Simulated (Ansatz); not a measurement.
The parent structure is SiC in the zinc blende structure (space group F-43m, No. 216; a = 4.3569 Å). Axes: x, y, z lie along the cube axes.

All numbers come from DFT with PBEsol, PAW potentials and a 420 eV plane-wave cutoff in Ansatz (a quantum-chemistry and plane-wave program), without spin-orbit coupling.

Strains are applied to the cell and any free atomic positions relax.

One change was made to it. Results:

```json
[
 {"quantity": "band gap", "base": "1.24 eV", "after": "1.18 eV"},
 {"quantity": "shortest interatomic distance", "base": "1.887 Å", "after": "1.882 Å"},
 {"quantity": "valence-band top at Γ (three highest levels, from the VBM)", "base": "0.00, 0.00, 0.00 eV", "after": "0.00, -0.06, -0.11 eV"}
]
```

### Question
What was done to the base?
A. tensor shear ε_xy = +1.14 %
B. tensor shear ε_xy = +0.57 %
C. tensor shear ε_xy = +1.71 %
D. tensor shear ε_xy = +2.00 %

### Answer
B, tensor shear ε_xy = +0.57 %. For comparison, the band gap in the other runs: tensor shear ε_xy = +1.14 % gives 1.10 eV; tensor shear ε_xy = +2.00 % gives 0.95 eV; tensor shear ε_xy = +1.71 % gives 1.01 eV.

Stability against distortions was not tested.
